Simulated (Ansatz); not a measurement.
# Fermi-surface data of TaC (I4/mmm)

Consider the following.

```xyz
2
Lattice="0.0000 2.2246 2.2185 2.2246 0.0000 2.2185 2.2246 2.2246 0.0000" Properties=species:S:1:pos:R:3 pbc="T T T"
Ta     0.0000     0.0000     0.0000
C      2.2246     2.2246     2.2185
```

The numbers are results of PBEsol, rigid bands (plane waves, PAW, scalar-relativistic; Ansatz, a program for electronic structure), not measurements. Condition of this run: biaxial stress xx = yy = -2 GPa (compression positive) (the target of the relaxation). Geometry: cell and atoms relaxed with PBEsol, then loaded as said.

- density of states at the Fermi level: 0.620 states/(eV·cell), both spins
- bare Sommerfeld coefficient: 0.73 mJ/(mol of atoms·K²)
- Drude plasma energy: 8.3 eV
- root-mean-square Fermi velocity: 9.6e5 m/s
- resistivity times τ: 7.1 ×10⁻²² Ω·m·s

A metal at this level (no band gap); rigid bands, thermally averaged at 300 K, both spins. Spin-orbit coupling is left out, which matters with elements this heavy. τ is one relaxation time for all states.
